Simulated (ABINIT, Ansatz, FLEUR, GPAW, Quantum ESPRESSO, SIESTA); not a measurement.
One structure in several programs: Nb₂AsC (P6_3/mmc, 8 atoms in the cell)

Self-consistent single point.

```yaml
crystal:
  lattice:
    - [3.32535, 0.00000, 0.00000]
    - [-1.66267, 2.87983, 0.00000]
    - [0.00000, 0.00000, 11.81861]
  atoms:
    - { symbol: Nb, position: [0.33333, 0.66667, 0.40533] }
    - { symbol: Nb, position: [0.66667, 0.33333, 0.59467] }
    - { symbol: Nb, position: [0.66667, 0.33333, 0.90533] }
    - { symbol: Nb, position: [0.33333, 0.66667, 0.09467] }
    - { symbol: As, position: [0.66667, 0.33333, 0.25000] }
    - { symbol: As, position: [0.33333, 0.66667, 0.75000] }
    - { symbol: C, position: [0.00000, 0.00000, 0.50000] }
    - { symbol: C, position: [0.00000, 0.00000, 0.00000] }
```

Shared settings, as Ansatz (a quantum-chemistry and plane-wave program) writes them: kpoints.mp_grid.grid = 8 8 2; scf.occupations.method = fermi_dirac; scf.occupations.width = 0.1 eV. Potentials and cutoffs stand in the table.

```json
[
 {"code": "SIESTA", "model": "GGA PBEsol, numerical atomic orbitals DZP, PseudoDojo PBEsol standard norm-conserving potentials (rewritten from UPF to PSML)", "pressure (GPa)": "0.24", "largest force (eV/Å)": "0.318", "cutoff": "grid 400 Ry"},
 {"code": "Quantum ESPRESSO", "model": "PBEsol, SSSP 1.1.2 precision (PBE) pseudopotentials", "pressure (GPa)": "-1.09", "largest force (eV/Å)": "0.110", "cutoff": "60 Ry"},
 {"code": "Ansatz", "model": "PBEsol, PAW files made with PBE", "pressure (GPa)": "-1.77", "largest force (eV/Å)": "0.092", "cutoff": "default"},
 {"code": "ABINIT", "model": "PBEsol, PAW (JTH v2.0 PBE PAW, files made for PBE)", "pressure (GPa)": "-2.07", "largest force (eV/Å)": "0.105", "cutoff": "571 eV"},
 {"code": "GPAW", "model": "PBEsol, GPAW PAW datasets PBEsol (made by gpaw-setup)", "pressure (GPa)": "–", "largest force (eV/Å)": "0.158", "cutoff": "950 eV"},
 {"code": "FLEUR", "model": "PBEsol, all-electron FLAPW (FLEUR), scalar-relativistic valence", "pressure (GPa)": "–", "largest force (eV/Å)": "0.145", "cutoff": "Kmax 4.3 1/bohr"}
]
```

A dash marks a value that a program does not give, or that is left out as unsure.

On Ansatz's run: spin polarisation is off.

The spread over the programs that give each value: pressure within 2.31 GPa; largest force within 0.226 eV/Å.

SIESTA uses small atom-centred bases, whose incompleteness enters pressures, forces and empty levels differently from a plane-wave cutoff. FLEUR treats all electrons, but the usual bases taken here (sphere radii, linearisation, local orbitals, empty states) were not tested for convergence, so the values are no reference for the others. Ansatz's pressure is given at a fixed set of plane waves, as the other plane-wave codes print theirs; with its correction for the finite basis it is -1.70 GPa. The pressure of GPAW is left out: its cutoff lies under the one at which its stress was checked. In the pressure, SIESTA (by 2.01) lies more than 1 GPa from the median of the plane-wave programs. In the force vectors, SIESTA (by 0.210) lies more than 0.08 eV/Å from the median of the plane-wave programs.

The starting cell comes from a database of computed structures (which also holds hypothetical and non-ambient phases and stackings), without a prior relaxation at this level. Its lattice was rescaled by a random factor within 2.5 % of one.

Keys are those of Ansatz 0.2.
